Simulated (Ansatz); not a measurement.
Fermi-surface data of Nb (I4/mmm)

Given:

```yaml
crystal:
  lattice:
    - [-1.64771, 1.64771, 1.62447]
    - [1.64771, -1.64771, 1.62447]
    - [1.64771, 1.64771, -1.62447]
  atoms:
    - { symbol: Nb, position: [0.00000, 0.00000, 0.00000] }
```

The numbers are results of PBEsol, rigid bands (plane waves, PAW, scalar-relativistic; Ansatz, a program for electronic structure), not measurements. Condition of this run: biaxial stress xx = yy = -2 GPa (compression positive) (the target of the relaxation). Cell: cell and atoms relaxed with PBEsol, then loaded as said.

```yaml
density of states at the Fermi level: 1.44 states/(eV·cell), both spins
bare Sommerfeld coefficient: 3.4 mJ/(mol of atoms·K²)
drude_plasma_energy: 9.3 eV
root-mean-square Fermi velocity: 6.4e5 m/s
resistivity times τ: 5.7 (x), 5.7 (y), 5.5 (z) ×10⁻²² Ω·m·s
resistivity_times_mean_free_path: 3.8 ×10⁻¹⁶ Ω·m²
```

A metal at this level (no band gap); rigid bands, thermally averaged at 300 K, both spins. Spin-orbit coupling is left out. τ is one relaxation time for all states; the product of resistivity and mean free path takes one path for all states instead.
